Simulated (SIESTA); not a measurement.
Band structure of YCo₂Ge₂ (I4/mmm, 5 atoms in the cell).

```xyz
5
Lattice="-1.9719 1.9719 5.0421 1.9719 -1.9719 5.0421 1.9719 1.9719 -5.0421" Properties=species:S:1:pos:R:3 pbc="T T T"
Y      0.0000     0.0000     0.0000
Co     0.0000     1.9719     2.5210
Co     1.9719     0.0000     2.5210
Ge     0.0000     0.0000     6.3417
Ge     0.0000     0.0000     3.7424
```

Method: SIESTA with LDA PW92, numerical atomic orbitals DZP, PseudoDojo LDA standard norm-conserving potentials (rewritten from UPF to PSML).

Settings: XC.functional = LDA; XC.authors = PW92; potentials = PseudoDojo LDA standard; PAO.BasisSize = DZP; PAO.EnergyShift = 0.01 Ry; MeshCutoff = 300 Ry; kgrid.MonkhorstPack = 7 7 7; OccupationFunction = MP; OccupationMPOrder = 0; ElectronicTemperature = 2320.9 K; MaxSCFIterations = 150; SCF.Mixer.Method = Pulay; SCF.Mixer.Weight = 0.2; SCF.Mixer.History = 8.

The starting cell comes from a database of computed structures (which also holds hypothetical and non-ambient phases and stackings), without a prior relaxation at this level. Its lattice was rescaled by a random factor within 2.5 % of one. Spin polarisation is off. Values carry the incompleteness of an atom-centred basis.

Levels in eV from the Fermi level, bands 34 to 39:
| point | 34 | 35 | 36 | 37 | 38 | 39 |
|---|---|---|---|---|---|---|
| Γ | -0.80 | -0.80 | -0.62 | -0.48 | -0.21 | 2.54 |
| X | -1.14 | -0.92 | -0.84 | -0.80 | 0.14 | 0.20 |
| Y | -1.19 | -0.84 | -0.77 | -0.57 | 0.14 | 0.30 |
| S | -1.35 | -1.24 | 0.18 | 0.23 | 0.35 | 2.18 |
| Z | -0.37 | -0.37 | -0.21 | 0.08 | 0.79 | 2.76 |
| S1 | -1.35 | -1.24 | 0.18 | 0.23 | 0.35 | 2.18 |
| N | -1.35 | -1.13 | -0.92 | 0.16 | 1.30 | 1.73 |
| P | -1.03 | -1.03 | -0.82 | -0.81 | 0.18 | 0.18 |
| Y1 | -1.19 | -0.84 | -0.77 | -0.57 | 0.14 | 0.30 |

Bands cross the Fermi level along this path, so the cell is metallic at this level.

Higher empty bands are left out: an atom-centred basis made for the valence describes them poorly.
